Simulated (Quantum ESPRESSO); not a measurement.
A self-consistent single point of BaTe (Fm-3m, 2 atoms in the cell) with Quantum ESPRESSO.

Computed with PBE, SSSP 1.1.2 efficiency (PBE) pseudopotentials (plane waves; Quantum ESPRESSO).

```yaml
crystal:
  lattice:
    - [0.00000, 3.48250, 3.48250]
    - [3.48250, 0.00000, 3.48250]
    - [3.48250, 3.48250, 0.00000]
  atoms:
    - { symbol: Ba, position: [0.00000, 0.00000, 0.00000] }
    - { symbol: Te, position: [0.50000, 0.50000, 0.50000] }
```

Reference input (self-consistent single point, DFT, PBE, plane waves, SSSP 1.1.2 efficiency (PBE) pseudopotentials): ecutwfc = 45 Ry; ecutrho = 360 Ry; occupations = smearing; smearing = fermi-dirac; degauss = 0.0036749 Ry; potentials = {Ba: Ba.pbe-spn-kjpaw_psl.1.0.0.UPF, Te: Te_pbe_v1.uspp.F.UPF}; K_POINTS = automatic 3 3 3 0 0 0; conv_thr = 1e-10 Ry. This run's input differs from it in these lines:

```diff
@@ -28,3 +28,3 @@
 K_POINTS automatic
-3 3 3  0 0 0
+18 18 18  1 1 1
 CELL_PARAMETERS bohr
```

The program printed (abridged):

```
     Self-consistent Calculation

     iteration #  1     ecut=    45.00 Ry     beta= 0.70

     Threshold (ethr) on eigenvalues was too large:
     Diagonalizing with lowered threshold

     total energy              =    -462.93320022 Ry
     estimated scf accuracy    <       0.03955314 Ry

     iteration #  2     ecut=    45.00 Ry     beta= 0.70

     total energy              =    -462.94161089 Ry
     estimated scf accuracy    <       0.00708402 Ry

     iteration #  3     ecut=    45.00 Ry     beta= 0.70
     c_bands:  1 eigenvalues not converged
     c_bands:  1 eigenvalues not converged

     total energy              =    -462.94341544 Ry
     estimated scf accuracy    <       0.00033149 Ry

   [... 6 blocks of this kind left out ...]

     iteration # 10     ecut=    45.00 Ry     beta= 0.70

     total energy              =    -462.94346025 Ry
     estimated scf accuracy    <          2.4E-10 Ry

     iteration # 11     ecut=    45.00 Ry     beta= 0.70
     End of self-consistent calculation

     Number of k-points >= 100: set verbosity='high' to print the bands.

     the Fermi energy is     6.2745 ev

!    total energy              =    -462.94346025 Ry
     estimated scf accuracy    <          8.1E-11 Ry
     smearing contrib. (-TS)   =      -0.00000000 Ry
     internal energy E=F+TS    =    -462.94346025 Ry

     convergence has been achieved in  11 iterations

     Forces acting on atoms (cartesian axes, Ry/au):

     atom    1 type  1   force =    -0.00000000   -0.00000000    0.00000000
     atom    2 type  2   force =     0.00000000    0.00000000    0.00000000

     Total force =     0.000000     Total SCF correction =     0.000000

          total   stress  (Ry/bohr**3)                   (kbar)     P=       14.86
   0.00010104  -0.00000000   0.00000000           14.86       -0.00        0.00
  -0.00000000   0.00010104  -0.00000000           -0.00       14.86       -0.00
  -0.00000000   0.00000000   0.00010104           -0.00        0.00       14.86

   JOB DONE.
```

The run converged in 11 iterations. Against the reference run the free energy drops by 26.3 meV/atom, the pressure goes from 1.77 to 1.49 GPa and the gap on the mesh goes from 1.720 to 1.521 eV. The full log also holds: “c_bands:  1 eigenvalues not converged”. The full log also holds: “c_bands:  2 eigenvalues not converged”.

The starting cell has typed, rounded lattice constants, without a prior relaxation at this level. Its lattice was rescaled by up to half a per cent. Spin-orbit coupling is off. The shifted mesh does not hold Γ, so a gap read on it misses any band edge there.

Cost on one core of a shared machine: roughly 5 min.
